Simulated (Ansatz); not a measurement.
The starting structures come from a database of crystals and need not be the phases stable at ambient conditions.

Tunnelling through a barrier is set by its complex band structure: the current falls as exp(−2κd) with the smallest κ.

Here is the system:

```yaml
crystal:
  lattice:
    - [4.65478, 0.00000, 0.00000]
    - [0.00000, 5.01490, 0.00000]
    - [0.00000, 0.00000, 8.83457]
  atoms:
    - { symbol: Li, position: [0.00000, 0.50000, 0.00000] }
    - { symbol: Li, position: [0.50000, 0.00000, 0.00000] }
    - { symbol: Li, position: [0.50000, 0.00000, 0.50000] }
    - { symbol: Li, position: [0.00000, 0.50000, 0.50000] }
    - { symbol: Ta, position: [0.44176, 0.44892, 0.25000] }
    - { symbol: Ta, position: [0.55824, 0.55108, 0.75000] }
    - { symbol: Ta, position: [0.94176, 0.05108, 0.75000] }
    - { symbol: Ta, position: [0.05824, 0.94892, 0.25000] }
    - { symbol: O, position: [0.69853, 0.12030, 0.25000] }
    - { symbol: O, position: [0.30147, 0.87970, 0.75000] }
    - { symbol: O, position: [0.19853, 0.37970, 0.75000] }
    - { symbol: O, position: [0.80147, 0.62030, 0.25000] }
    - { symbol: O, position: [0.21101, 0.20684, 0.10592] }
    - { symbol: O, position: [0.78899, 0.79316, 0.89408] }
    - { symbol: O, position: [0.71101, 0.29316, 0.89408] }
    - { symbol: O, position: [0.28899, 0.70684, 0.10592] }
    - { symbol: O, position: [0.28899, 0.70684, 0.39408] }
    - { symbol: O, position: [0.71101, 0.29316, 0.60592] }
    - { symbol: O, position: [0.78899, 0.79316, 0.60592] }
    - { symbol: O, position: [0.21101, 0.20684, 0.39408] }
```

Space group of this cell: Pnma. The cell is strained (lengths across the current scaled by 0.98, ions clamped); by PBEsol its mean pressure is 3.2 GPa.

Transport runs along the normal of the first two printed cell vectors.

No gap correction and no spin-orbit coupling; mid-gap values are interpolated between computed energies.

**Question.** Give the band gap and the smallest decay constant κ at mid-gap that PBEsol in Ansatz (a first-principles code) yields.

**Answer.** Gap 2.55 eV on a 8×6×4 mesh; κ = 0.350 1/Å, at the zone centre.
